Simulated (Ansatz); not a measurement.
Base system: CoSi$_{2}$ (space group Fm-3m, No. 225; a = 5.315 Å; non-magnetic).

Method: Ansatz (a first-principles code), r2SCAN, PAW, cutoff 500 eV, spin-orbit coupling left out.

Before the change:

```
Quantity              Result
-------------------  -------
Lattice parameter a  5.315 Å
```

The change: a negative pressure, −1 GPa.

Problem. Estimate the effect on the lattice parameter a.

Solution. The lattice parameter a goes up by 0.009 Å to 5.324 Å.

Load acts through the strain it causes; cell and atoms are relaxed under it. No phonon test of stability was made. Starting moments died away, wholly or in part, for the base; another magnetic solution may exist. All final runs are without spin polarisation. An odd electron count without spin: CoSi2.
